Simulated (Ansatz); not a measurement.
**Computed paths: interstitial Mg in wurtzite AlN, charge state +2**

System: interstitial Mg in wurtzite AlN (charge state +2). Level of theory: PBE, PAW (plane waves to 420 eV; Ansatz, a first-principles code).

72-site cell at the relaxed PBE lattice, the Γ point alone, smearing 0.01 eV, spin-restricted, no finite-size correction. Static, classical nuclei. The charge state is imposed; whether it is stable for some Fermi level was not computed. Sites that were not tried may lie lower.

Barriers: single points on a 2×2×2 k-point mesh shifted by half a step along c at the bands' geometries.

```tsv
Route	Start site over the lowest site run (eV)	Hop (Å)	Forward barrier (eV)	Backward barrier (eV)	Neighbours at the start	Neighbours at the saddle	Saddle order	Forward, on the band's own sampling (eV)
a concerted move, in which Mg travels most	0.00	1.89	2.03	1.00	3 Al at 2.30, 3 Al at 2.52; 3 N at 2.01, 3 N at 2.32 Å	Al at 2.37; N at 1.85, N at 1.89, N at 2.10 Å	not checked	2.00
```

Paths come from climbing-image nudged elastic band runs.   2 more band(s) gave no usable saddle point.
